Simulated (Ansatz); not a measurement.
Results of PBEsol (plane waves, PAW; Ansatz, a program for electronic structure) for CsCl-type ScPd.

Run with plane-wave cutoff 520 eV, 16×16×16 k mesh, Fermi–Dirac smearing 0.05 eV, scalar-relativistic PAW data made under PBE.

Computed at the level's own relaxed cell.

Question: Give the computed lattice parameter a and bulk modulus B0.

Answer: 
lattice parameter a: 3.266 Å
bulk modulus B0: 124 GPa

The run finds no gap.

Note: the bulk modulus is −V dP/dV from two relaxed cells at ±2 % in volume.

Static lattice: no zero-point or thermal effects.

The result took roughly 90 core-seconds.
